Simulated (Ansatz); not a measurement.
Consider Mg$_{3}$Sb$_{2}$ (space group P-3m1, No. 164).

```
Mg3Sb2
1.0
    4.56691     0.00000     0.00000
   -2.28346     3.95506     0.00000
    0.00000     0.00000     7.24702
Sb Mg
2 3
Direct
  0.33333   0.66667   0.22875
  0.66667   0.33333   0.77125
  0.00000   0.00000   0.00000
  0.33333   0.66667   0.63354
  0.66667   0.33333   0.36646
```

Calculations: Ansatz (a first-principles code) r2SCAN, scalar-relativistic without spin-orbit coupling.

Base values:

| Item | Result |
|---|---|
| Band gap | 0.61 eV |
| Electron mass | 0.21 mₑ along c, 0.36 mₑ across (at K) |
| Hole mass | 0.085 mₑ along c, 1.1 mₑ across (at Γ) |

Perturbation: a hydrostatic pressure of 5 GPa.

### Question
Predict the new band gap, electron mass and hole mass.

### Answer
The band gap falls by 0.15 eV (0.61 eV → 0.46 eV); the electron mass becomes 0.21 mₑ along c, 0.35 mₑ across (at K) (base: 0.21 mₑ along c, 0.36 mₑ across (at K)); the hole mass goes from 0.085 mₑ along c, 1.1 mₑ across (at Γ) to 0.092 mₑ along c, 0.91 mₑ across (at Γ).

With Sb present, leaving out spin-orbit coupling can change the band edges. Load acts through the strain it causes; cell and atoms are relaxed under it. Masses are band curvatures over ±0.01 Å⁻¹ around the edge. Whether these cells are dynamically stable was not tested. No other phases were tried under pressure.
